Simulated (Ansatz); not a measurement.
Cells marked so need not be the phases stable at ambient conditions, and some may be hypothetical.

The gap is the functional's own, uncorrected, and κ follows it; spin-orbit coupling is left out. Mid-gap values are interpolated between the computed energies.

A. Ca4Sb2O (I4/mmm, not sure to be the ambient phase, 7 atoms a cell, 25.7 Å³ an atom, -2 GPa at this level), along the normal of (110)
B. KSb₄F₁₃ (I-4, not sure to be the ambient phase, 18 atoms a cell, 16.3 Å³ an atom, -2 GPa at this level), along the normal of (110)
C. Al₂ZnSe₄ (I-4, not sure to be the ambient phase, 7 atoms a cell, 24.1 Å³ an atom), along the normal of (110)
D. CsPbF$_{3}$ (R3c, not sure to be the ambient phase, 10 atoms a cell, 22.0 Å³ an atom), along the normal of (101)

Task: Put the candidates in order of mid-gap decay constant of the slowest evanescent state, highest first, for Ansatz (a quantum-chemistry and plane-wave program) with PBEsol.

Result: B (0.54 1/Å), D (0.39 1/Å), C (0.15 1/Å), A (0.11 1/Å)
